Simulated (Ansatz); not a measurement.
Electronic density of states of amorphous In₂₄O₃₈Zr, density 6.45 g/cm³, on a 2×2×2 Γ-centred mesh with a Gaussian width of 0.1 eV; energies count from the Fermi level, whose place inside the gap is arbitrary. Cell and mesh are small, so fine structure isn't converged. The numbers are results of PBE, scalar-relativistic without spin-orbit coupling (plane waves to 420 eV, PAW; Ansatz, a first-principles code), not measurements. Sampling: a 2×2×2 Γ-centred mesh; Fermi-Dirac width 0.02 eV; no spin polarisation. At PBE the levels at the filled edge of the gap are localised (band-tail or defect states).

It comes from a melt-quench run on a machine-learned potential (CHGNet), relaxed afterwards by DFT. O atoms were pushed apart under 1.9 Å during the dynamics, to hinder bonds among them. The hot cell started wider than the set density and was brought back towards it in steps. It is the lowest in DFT energy of 2 quenches. It is a model cell: composition and starting density were chosen by hand, and all elements were melted together. No dispersion term was used. Its density started from a set value of 6.45 and ended at 6.45 g/cm³. The simulated quench (nominally 220 K/ps over its main leg) is rapid and tends to freeze in more defects than a deposited or slowly cooled glass has. Values belong to this one cell and scatter from quench to quench. The volume was held where the preparation left it, at a PBE pressure of 0.7 GPa. Stress components on the final sampling reach 2.5 GPa.

```json
[
 {"E - EF (eV)": "-12.00", "states/(eV atom)": "0.74"},
 {"E - EF (eV)": "-11.90", "states/(eV atom)": "0.74"},
 {"E - EF (eV)": "-11.80", "states/(eV atom)": "0.68"},
 {"E - EF (eV)": "-11.70", "states/(eV atom)": "0.49"},
 {"E - EF (eV)": "-11.60", "states/(eV atom)": "0.37"},
 {"E - EF (eV)": "-11.50", "states/(eV atom)": "0.13"},
 {"E - EF (eV)": "-11.40", "states/(eV atom)": "0.01"},
 {"E - EF (eV)": "-11.30", "states/(eV atom)": "0.00"},
 {"E - EF (eV)": "-11.20", "states/(eV atom)": "0.00"},
 {"E - EF (eV)": "-11.10", "states/(eV atom)": "0.00"},
 {"E - EF (eV)": "-11.00", "states/(eV atom)": "0.00"},
 {"E - EF (eV)": "-10.90", "states/(eV atom)": "0.00"},
 {"E - EF (eV)": "-10.80", "states/(eV atom)": "0.00"},
 {"E - EF (eV)": "-10.70", "states/(eV atom)": "0.00"},
 {"E - EF (eV)": "-10.60", "states/(eV atom)": "0.00"},
 {"E - EF (eV)": "-10.50", "states/(eV atom)": "0.00"},
 {"E - EF (eV)": "-10.40", "states/(eV atom)": "0.00"},
 {"E - EF (eV)": "-10.30", "states/(eV atom)": "0.00"},
 {"E - EF (eV)": "-10.20", "states/(eV atom)": "0.00"},
 {"E - EF (eV)": "-10.10", "states/(eV atom)": "0.00"},
 {"E - EF (eV)": "-10.00", "states/(eV atom)": "0.00"},
 {"E - EF (eV)": "-9.90", "states/(eV atom)": "0.00"},
 {"E - EF (eV)": "-9.80", "states/(eV atom)": "0.00"},
 {"E - EF (eV)": "-9.70", "states/(eV atom)": "0.00"},
 {"E - EF (eV)": "-9.60", "states/(eV atom)": "0.00"},
 {"E - EF (eV)": "-9.50", "states/(eV atom)": "0.00"},
 {"E - EF (eV)": "-9.40", "states/(eV atom)": "0.00"},
 {"E - EF (eV)": "-9.30", "states/(eV atom)": "0.00"},
 {"E - EF (eV)": "-9.20", "states/(eV atom)": "0.00"},
 {"E - EF (eV)": "-9.10", "states/(eV atom)": "0.00"},
 {"E - EF (eV)": "-9.00", "states/(eV atom)": "0.00"},
 {"E - EF (eV)": "-8.90", "states/(eV atom)": "0.00"},
 {"E - EF (eV)": "-8.80", "states/(eV atom)": "0.00"},
 {"E - EF (eV)": "-8.70", "states/(eV atom)": "0.00"},
 {"E - EF (eV)": "-8.60", "states/(eV atom)": "0.00"},
 {"E - EF (eV)": "-8.50", "states/(eV atom)": "0.00"},
 {"E - EF (eV)": "-8.40", "states/(eV atom)": "0.00"},
 {"E - EF (eV)": "-8.30", "states/(eV atom)": "0.00"},
 {"E - EF (eV)": "-8.20", "states/(eV atom)": "0.00"},
 {"E - EF (eV)": "-8.10", "states/(eV atom)": "0.00"},
 {"E - EF (eV)": "-8.00", "states/(eV atom)": "0.00"},
 {"E - EF (eV)": "-7.90", "states/(eV atom)": "0.00"},
 {"E - EF (eV)": "-7.80", "states/(eV atom)": "0.00"},
 {"E - EF (eV)": "-7.70", "states/(eV atom)": "0.00"},
 {"E - EF (eV)": "-7.60", "states/(eV atom)": "0.00"},
 {"E - EF (eV)": "-7.50", "states/(eV atom)": "0.00"},
 {"E - EF (eV)": "-7.40", "states/(eV atom)": "0.00"},
 {"E - EF (eV)": "-7.30", "states/(eV atom)": "0.00"},
 {"E - EF (eV)": "-7.20", "states/(eV atom)": "0.00"},
 {"E - EF (eV)": "-7.10", "states/(eV atom)": "0.00"},
 {"E - EF (eV)": "-7.00", "states/(eV atom)": "0.00"},
 {"E - EF (eV)": "-6.90", "states/(eV atom)": "0.00"},
 {"E - EF (eV)": "-6.80", "states/(eV atom)": "0.00"},
 {"E - EF (eV)": "-6.70", "states/(eV atom)": "0.00"},
 {"E - EF (eV)": "-6.60", "states/(eV atom)": "0.00"},
 {"E - EF (eV)": "-6.50", "states/(eV atom)": "0.00"},
 {"E - EF (eV)": "-6.40", "states/(eV atom)": "0.00"},
 {"E - EF (eV)": "-6.30", "states/(eV atom)": "0.00"},
 {"E - EF (eV)": "-6.20", "states/(eV atom)": "0.00"},
 {"E - EF (eV)": "-6.10", "states/(eV atom)": "0.00"},
 {"E - EF (eV)": "-6.00", "states/(eV atom)": "0.05"},
 {"E - EF (eV)": "-5.90", "states/(eV atom)": "0.18"},
 {"E - EF (eV)": "-5.80", "states/(eV atom)": "0.27"},
 {"E - EF (eV)": "-5.70", "states/(eV atom)": "0.36"},
 {"E - EF (eV)": "-5.60", "states/(eV atom)": "0.44"},
 {"E - EF (eV)": "-5.50", "states/(eV atom)": "0.44"},
 {"E - EF (eV)": "-5.40", "states/(eV atom)": "0.45"},
 {"E - EF (eV)": "-5.30", "states/(eV atom)": "0.45"},
 {"E - EF (eV)": "-5.20", "states/(eV atom)": "0.42"},
 {"E - EF (eV)": "-5.10", "states/(eV atom)": "0.47"},
 {"E - EF (eV)": "-5.00", "states/(eV atom)": "0.51"},
 {"E - EF (eV)": "-4.90", "states/(eV atom)": "0.44"},
 {"E - EF (eV)": "-4.80", "states/(eV atom)": "0.41"},
 {"E - EF (eV)": "-4.70", "states/(eV atom)": "0.39"},
 {"E - EF (eV)": "-4.60", "states/(eV atom)": "0.36"},
 {"E - EF (eV)": "-4.50", "states/(eV atom)": "0.31"},
 {"E - EF (eV)": "-4.40", "states/(eV atom)": "0.30"},
 {"E - EF (eV)": "-4.30", "states/(eV atom)": "0.30"},
 {"E - EF (eV)": "-4.20", "states/(eV atom)": "0.31"},
 {"E - EF (eV)": "-4.10", "states/(eV atom)": "0.33"},
 {"E - EF (eV)": "-4.00", "states/(eV atom)": "0.40"},
 {"E - EF (eV)": "-3.90", "states/(eV atom)": "0.53"},
 {"E - EF (eV)": "-3.80", "states/(eV atom)": "0.61"},
 {"E - EF (eV)": "-3.70", "states/(eV atom)": "0.58"},
 {"E - EF (eV)": "-3.60", "states/(eV atom)": "0.59"},
 {"E - EF (eV)": "-3.50", "states/(eV atom)": "0.60"},
 {"E - EF (eV)": "-3.40", "states/(eV atom)": "0.61"},
 {"E - EF (eV)": "-3.30", "states/(eV atom)": "0.63"},
 {"E - EF (eV)": "-3.20", "states/(eV atom)": "0.59"},
 {"E - EF (eV)": "-3.10", "states/(eV atom)": "0.63"},
 {"E - EF (eV)": "-3.00", "states/(eV atom)": "0.61"},
 {"E - EF (eV)": "-2.90", "states/(eV atom)": "0.67"},
 {"E - EF (eV)": "-2.80", "states/(eV atom)": "0.74"},
 {"E - EF (eV)": "-2.70", "states/(eV atom)": "0.74"},
 {"E - EF (eV)": "-2.60", "states/(eV atom)": "0.71"},
 {"E - EF (eV)": "-2.50", "states/(eV atom)": "0.74"},
 {"E - EF (eV)": "-2.40", "states/(eV atom)": "0.73"},
 {"E - EF (eV)": "-2.30", "states/(eV atom)": "0.77"},
 {"E - EF (eV)": "-2.20", "states/(eV atom)": "0.83"},
 {"E - EF (eV)": "-2.10", "states/(eV atom)": "0.83"},
 {"E - EF (eV)": "-2.00", "states/(eV atom)": "0.80"},
 {"E - EF (eV)": "-1.90", "states/(eV atom)": "0.79"},
 {"E - EF (eV)": "-1.80", "states/(eV atom)": "0.84"},
 {"E - EF (eV)": "-1.70", "states/(eV atom)": "0.87"},
 {"E - EF (eV)": "-1.60", "states/(eV atom)": "0.84"},
 {"E - EF (eV)": "-1.50", "states/(eV atom)": "0.83"},
 {"E - EF (eV)": "-1.40", "states/(eV atom)": "0.88"},
 {"E - EF (eV)": "-1.30", "states/(eV atom)": "0.93"},
 {"E - EF (eV)": "-1.20", "states/(eV atom)": "1.04"},
 {"E - EF (eV)": "-1.10", "states/(eV atom)": "1.09"},
 {"E - EF (eV)": "-1.00", "states/(eV atom)": "1.13"},
 {"E - EF (eV)": "-0.90", "states/(eV atom)": "1.19"},
 {"E - EF (eV)": "-0.80", "states/(eV atom)": "1.06"},
 {"E - EF (eV)": "-0.70", "states/(eV atom)": "0.94"},
 {"E - EF (eV)": "-0.60", "states/(eV atom)": "0.86"},
 {"E - EF (eV)": "-0.50", "states/(eV atom)": "0.77"},
 {"E - EF (eV)": "-0.40", "states/(eV atom)": "0.60"},
 {"E - EF (eV)": "-0.30", "states/(eV atom)": "0.31"},
 {"E - EF (eV)": "-0.20", "states/(eV atom)": "0.05"},
 {"E - EF (eV)": "-0.10", "states/(eV atom)": "0.00"},
 {"E - EF (eV)": "0.00", "states/(eV atom)": "0.00"},
 {"E - EF (eV)": "0.10", "states/(eV atom)": "0.00"},
 {"E - EF (eV)": "0.20", "states/(eV atom)": "0.01"},
 {"E - EF (eV)": "0.30", "states/(eV atom)": "0.02"},
 {"E - EF (eV)": "0.40", "states/(eV atom)": "0.01"},
 {"E - EF (eV)": "0.50", "states/(eV atom)": "0.00"},
 {"E - EF (eV)": "0.60", "states/(eV atom)": "0.00"},
 {"E - EF (eV)": "0.70", "states/(eV atom)": "0.00"},
 {"E - EF (eV)": "0.80", "states/(eV atom)": "0.00"},
 {"E - EF (eV)": "0.90", "states/(eV atom)": "0.00"},
 {"E - EF (eV)": "1.00", "states/(eV atom)": "0.00"},
 {"E - EF (eV)": "1.10", "states/(eV atom)": "0.00"},
 {"E - EF (eV)": "1.20", "states/(eV atom)": "0.00"},
 {"E - EF (eV)": "1.30", "states/(eV atom)": "0.01"},
 {"E - EF (eV)": "1.40", "states/(eV atom)": "0.04"},
 {"E - EF (eV)": "1.50", "states/(eV atom)": "0.08"},
 {"E - EF (eV)": "1.60", "states/(eV atom)": "0.07"},
 {"E - EF (eV)": "1.70", "states/(eV atom)": "0.03"},
 {"E - EF (eV)": "1.80", "states/(eV atom)": "0.00"},
 {"E - EF (eV)": "1.90", "states/(eV atom)": "0.02"},
 {"E - EF (eV)": "2.00", "states/(eV atom)": "0.08"},
 {"E - EF (eV)": "2.10", "states/(eV atom)": "0.10"},
 {"E - EF (eV)": "2.20", "states/(eV atom)": "0.10"},
 {"E - EF (eV)": "2.30", "states/(eV atom)": "0.09"},
 {"E - EF (eV)": "2.40", "states/(eV atom)": "0.07"},
 {"E - EF (eV)": "2.50", "states/(eV atom)": "0.07"},
 {"E - EF (eV)": "2.60", "states/(eV atom)": "0.06"},
 {"E - EF (eV)": "2.70", "states/(eV atom)": "0.06"},
 {"E - EF (eV)": "2.80", "states/(eV atom)": "0.11"},
 {"E - EF (eV)": "2.90", "states/(eV atom)": "0.11"},
 {"E - EF (eV)": "3.00", "states/(eV atom)": "0.06"},
 {"E - EF (eV)": "3.10", "states/(eV atom)": "0.08"},
 {"E - EF (eV)": "3.20", "states/(eV atom)": "0.14"},
 {"E - EF (eV)": "3.30", "states/(eV atom)": "0.16"},
 {"E - EF (eV)": "3.40", "states/(eV atom)": "0.15"},
 {"E - EF (eV)": "3.50", "states/(eV atom)": "0.21"},
 {"E - EF (eV)": "3.60", "states/(eV atom)": "0.23"},
 {"E - EF (eV)": "3.70", "states/(eV atom)": "0.23"},
 {"E - EF (eV)": "3.80", "states/(eV atom)": "0.25"},
 {"E - EF (eV)": "3.90", "states/(eV atom)": "0.28"},
 {"E - EF (eV)": "4.00", "states/(eV atom)": "0.27"},
 {"E - EF (eV)": "4.10", "states/(eV atom)": "0.26"},
 {"E - EF (eV)": "4.20", "states/(eV atom)": "0.30"},
 {"E - EF (eV)": "4.30", "states/(eV atom)": "0.28"},
 {"E - EF (eV)": "4.40", "states/(eV atom)": "0.29"},
 {"E - EF (eV)": "4.50", "states/(eV atom)": "0.33"},
 {"E - EF (eV)": "4.60", "states/(eV atom)": "0.35"},
 {"E - EF (eV)": "4.70", "states/(eV atom)": "0.38"},
 {"E - EF (eV)": "4.80", "states/(eV atom)": "0.34"},
 {"E - EF (eV)": "4.90", "states/(eV atom)": "0.33"},
 {"E - EF (eV)": "5.00", "states/(eV atom)": "0.37"},
 {"E - EF (eV)": "5.10", "states/(eV atom)": "0.39"},
 {"E - EF (eV)": "5.20", "states/(eV atom)": "0.32"},
 {"E - EF (eV)": "5.30", "states/(eV atom)": "0.33"},
 {"E - EF (eV)": "5.40", "states/(eV atom)": "0.34"},
 {"E - EF (eV)": "5.50", "states/(eV atom)": "0.33"},
 {"E - EF (eV)": "5.60", "states/(eV atom)": "0.28"},
 {"E - EF (eV)": "5.70", "states/(eV atom)": "0.22"},
 {"E - EF (eV)": "5.80", "states/(eV atom)": "0.25"},
 {"E - EF (eV)": "5.90", "states/(eV atom)": "0.28"},
 {"E - EF (eV)": "6.00", "states/(eV atom)": "0.25"},
 {"E - EF (eV)": "6.10", "states/(eV atom)": "0.27"},
 {"E - EF (eV)": "6.20", "states/(eV atom)": "0.26"},
 {"E - EF (eV)": "6.30", "states/(eV atom)": "0.29"},
 {"E - EF (eV)": "6.40", "states/(eV atom)": "0.28"},
 {"E - EF (eV)": "6.50", "states/(eV atom)": "0.29"},
 {"E - EF (eV)": "6.60", "states/(eV atom)": "0.33"},
 {"E - EF (eV)": "6.70", "states/(eV atom)": "0.32"},
 {"E - EF (eV)": "6.80", "states/(eV atom)": "0.27"},
 {"E - EF (eV)": "6.90", "states/(eV atom)": "0.29"},
 {"E - EF (eV)": "7.00", "states/(eV atom)": "0.33"},
 {"E - EF (eV)": "7.10", "states/(eV atom)": "0.30"},
 {"E - EF (eV)": "7.20", "states/(eV atom)": "0.30"},
 {"E - EF (eV)": "7.30", "states/(eV atom)": "0.31"}
]
```

The level gap on this mesh is 0.58 eV; the broadening fills part of it in the curve.
